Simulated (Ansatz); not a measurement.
By PBEsol, the system below comes out a metal.

Without scattering a metal conducts by its projected Fermi surface.

Consider the following.

```yaml
crystal:
  lattice:
    - [2.87315, 0.00000, 0.00000]
    - [-0.95772, 2.70883, 0.00000]
    - [0.95772, 1.35442, 2.34592]
  atoms:
    - { symbol: Nb, position: [0.00000, 0.00000, 0.00000] }
```

The cell is taken as given; by PBEsol it stands under a pressure of -7.0 GPa.

The current flows along the normal of the first two printed cell vectors, the (110) plane of the conventional cell. No spin-orbit coupling; the value is a mean over 0.1 eV about the Fermi level.

Problem. Estimate the ballistic conductance per area that PBEsol run with Ansatz (a first-principles code) returns for this system.

Solution. 1.8 × 10¹⁵ S/m² for both spins.
